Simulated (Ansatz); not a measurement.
# NaCuI3 in the cubic perovskite structure (space group Pm-3m, No. 221; a hypothetical phase, not in the database extracts checked)

```cif
data_CuI3Na
_chemical_formula_sum 'Na1 Cu1 I3'
_space_group_name_H-M_alt 'P 1'
_space_group_IT_number 1
_cell_length_a 5.42548
_cell_length_b 5.42548
_cell_length_c 5.42548
_cell_angle_alpha 90.000
_cell_angle_beta 90.000
_cell_angle_gamma 90.000
loop_
_space_group_symop_operation_xyz
  'x, y, z'
loop_
_atom_site_label
_atom_site_type_symbol
_atom_site_fract_x
_atom_site_fract_y
_atom_site_fract_z
_atom_site_occupancy
Na1 Na 0.00000 0.00000 0.00000 1
Cu1 Cu 0.50000 0.50000 0.50000 1
I1 I 0.00000 0.50000 0.50000 1
I2 I 0.50000 0.50000 0.00000 1
I3 I 0.50000 0.00000 0.50000 1
```

Calculations: PBEsol in Ansatz (plane waves to 420 eV, PAW, scalar-relativistic without spin-orbit coupling). k-mesh 9×9×9 (Γ-centred); smearing 0.05 eV (Fermi–Dirac).

```yaml
volume_per_atom: 31.94 Å³
density: 4.86 g/cm³
band_gap: zero
total_energy: -6072.709 eV/atom (σ→0; compares only within this code and set-up)
```

No phonon test of stability was made. All final runs are without spin polarisation. An odd electron count without spin: NaCuI3. Many cubic perovskites are stable only at high temperature; tilts and polar distortions were not tested.

Ansatz is a first-principles code.
